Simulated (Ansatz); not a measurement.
Consider interstitial H in polar orthorhombic HfO2 with all lengths changed by -1 %, charge state +1. All values below come from PBE, PAW (plane waves to 420 eV; Ansatz, an electronic-structure program).

Cell of 96 host sites held at the strained lattice (strain from the relaxed PBE one, atoms relaxed); the Γ point alone; Fermi-Dirac width 0.01 eV, spin-restricted; finite-size errors left in. Energies are static. Spin-orbit coupling is left out. The host's phase is taken as given; its stability against other phases was not computed. The charge state is imposed; whether it is stable for some Fermi level was not computed. Sites that were not tried may lie lower.

Barriers: single points on a 2×2×2 k-point mesh shifted by half a step at the bands' geometries.

Relaxed starting cell (atoms counted from 1):

```
CELL_PARAMETERS angstrom
     10.48186     0.00000     0.00000
      0.00000    10.03678     0.00000
      0.00000     0.00000    10.10041
ATOMIC_POSITIONS crystal
  Hf 0.26576 0.36571 0.12821
  Hf 0.26751 0.36501 0.62834
  Hf 0.26554 0.86654 0.12844
  Hf 0.26494 0.86691 0.62877
  Hf 0.76606 0.36582 0.12829
  Hf 0.77114 0.35040 0.63121
  Hf 0.76680 0.86720 0.12518
  Hf 0.76530 0.86751 0.62816
  Hf 0.48351 0.36611 0.37726
  Hf 0.48335 0.36606 0.87849
  Hf 0.48244 0.86658 0.37863
  Hf 0.48314 0.86691 0.87897
  Hf 0.98336 0.36625 0.37842
  Hf 0.98334 0.36600 0.87859
  Hf 0.98354 0.86646 0.37814
  Hf 0.98302 0.86438 0.87670
  Hf 0.23341 0.13468 0.37694
  Hf 0.23321 0.13351 0.87862
  Hf 0.23284 0.63373 0.37739
  Hf 0.23293 0.63300 0.87932
  Hf 0.73284 0.13304 0.37599
  Hf 0.73277 0.13146 0.88066
  Hf 0.73327 0.63879 0.36615
  Hf 0.73280 0.63204 0.87982
  Hf 0.01575 0.13394 0.12789
  Hf 0.01934 0.13107 0.62736
  Hf 0.01662 0.63345 0.12730
  Hf 0.01925 0.63194 0.62836
  Hf 0.51469 0.13441 0.12829
  Hf 0.51597 0.13353 0.62791
  Hf 0.51411 0.63437 0.12717
  Hf 0.50922 0.63745 0.63101
  O  0.43429 0.46307 0.06093
  O  0.43991 0.46355 0.56118
  O  0.43434 0.96333 0.06059
  O  0.43545 0.96186 0.56207
  O  0.93406 0.46340 0.05994
  O  0.93281 0.46087 0.56331
  O  0.93418 0.96386 0.05864
  O  0.93537 0.95940 0.56189
  O  0.31547 0.46310 0.31110
  O  0.31535 0.46362 0.80974
  O  0.31461 0.96313 0.31095
  O  0.31450 0.96312 0.81078
  O  0.81465 0.46387 0.31144
  O  0.81397 0.46090 0.80994
  O  0.81462 0.96234 0.31010
  O  0.81388 0.96104 0.81082
  O  0.06438 0.03637 0.31100
  O  0.06556 0.03489 0.80963
  O  0.06431 0.53682 0.31098
  O  0.06531 0.53590 0.81107
  O  0.56391 0.03757 0.31184
  O  0.56499 0.03556 0.81009
  O  0.56572 0.53797 0.31288
  O  0.56404 0.53688 0.81153
  O  0.18430 0.03710 0.06131
  O  0.18562 0.03647 0.55910
  O  0.18439 0.53661 0.06113
  O  0.18602 0.53546 0.56040
  O  0.68354 0.03715 0.06146
  O  0.68460 0.03717 0.55966
  O  0.68453 0.53791 0.06365
  O  0.69257 0.53825 0.56827
  O  0.13145 0.27109 0.25329
  O  0.13276 0.27002 0.75288
  O  0.13143 0.77093 0.25325
  O  0.13213 0.76938 0.75325
  O  0.63133 0.27121 0.25348
  O  0.63275 0.26803 0.75480
  O  0.63061 0.77418 0.24999
  O  0.63216 0.76892 0.75192
  O  0.11682 0.27082 0.00334
  O  0.11862 0.27107 0.50327
  O  0.11687 0.77092 0.00316
  O  0.11603 0.76993 0.50330
  O  0.61689 0.27097 0.00397
  O  0.62088 0.27402 0.50420
  O  0.61708 0.77054 0.00215
  O  0.61640 0.76561 0.50178
  O  0.36678 0.22925 0.00338
  O  0.36918 0.22902 0.50291
  O  0.36677 0.72902 0.00406
  O  0.36500 0.72959 0.50456
  O  0.86695 0.22897 0.00343
  O  0.87077 0.22304 0.50280
  O  0.86757 0.72876 0.00247
  O  0.86330 0.72363 0.50352
  O  0.38131 0.22905 0.25314
  O  0.38293 0.22879 0.75339
  O  0.38189 0.72880 0.25434
  O  0.38106 0.72983 0.75468
  O  0.88160 0.22970 0.25347
  O  0.88305 0.22513 0.75382
  O  0.88142 0.72974 0.25159
  O  0.88103 0.72557 0.75165
  H  0.76375 0.59437 0.59831
```
Cell charge +1.

End state 1 differs by these moves (Å; atoms that move under 0.08 Å are left out):

```
atom  element     Δx     Δy     Δz
----  -------  -----  -----  -----
6          Hf  -0.14   0.05   0.03
28         Hf   0.08   0.15   0.04
32         Hf   0.09  -0.04  -0.03
38          O  -0.02   0.11  -0.03
64          O  -0.01  -0.05  -0.10
76          O   0.06   0.07   0.00
78          O  -0.07  -0.05   0.02
86          O  -0.05   0.11   0.01
97          H   0.98  -0.64  -0.59
```

Q: What is the computed forward and backward barriers to end state 1 (PBE, PAW)?

A: forward 0.40 eV, backward 0.20 eV; at the saddle point atom 97 has neighbours Hf at 2.09; O at 1.20, O at 1.25, O at 2.14 Å. The saddle point's order was not checked.

End state 2 differs by these moves (Å; atoms that move under 0.08 Å are left out):

```tsv
atom	element	Δx	Δy	Δz
64	O	-0.12	-0.11	-0.08
97	H	-1.64	-1.26	-0.59
```

Q: Estimate the forward and backward barriers to end state 2 that PBE, PAW returns for this input.

A: forward 1.01 eV, backward 0.81 eV; at the saddle point atom 97 has neighbours Hf at 2.06, Hf at 2.12; O at 1.00, O at 1.83, O at 1.98 Å. The saddle point's order was not checked.
